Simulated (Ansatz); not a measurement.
The starting structures come from a database of crystals and need not be the phases stable at ambient conditions.

```yaml
crystal:
  lattice:
    - [6.19892, 0.00000, 0.00000]
    - [0.00000, 7.53701, 0.00000]
    - [3.09946, 3.76851, 7.16067]
  atoms:
    - { symbol: Cs, position: [0.85139, 0.01789, 0.29722] }
    - { symbol: Cs, position: [0.14861, 0.98211, 0.70278] }
    - { symbol: Cs, position: [0.64861, 0.31511, 0.70278] }
    - { symbol: Cs, position: [0.35139, 0.68489, 0.29722] }
    - { symbol: Si, position: [0.25000, 0.50000, 0.00000] }
    - { symbol: Si, position: [0.75000, 0.50000, 0.00000] }
    - { symbol: P, position: [0.41401, 0.26393, 0.17198] }
    - { symbol: P, position: [0.58599, 0.73607, 0.82802] }
    - { symbol: P, position: [0.08599, 0.43591, 0.82802] }
    - { symbol: P, position: [0.91401, 0.56409, 0.17198] }
```

Space group of this cell: Ibam. The cell is taken as given; by PBEsol its mean pressure is -0.8 GPa.

Transport runs along the normal of the first two printed cell vectors.

No gap correction and no spin-orbit coupling; mid-gap values are interpolated between computed energies.

Q: Estimate the band gap and the smallest decay constant κ at mid-gap that PBEsol in Ansatz (a program for electronic structure) returns for this system.

A: Gap 1.23 eV on a 6×6×6 mesh; κ = 0.199 1/Å, at the zone centre.
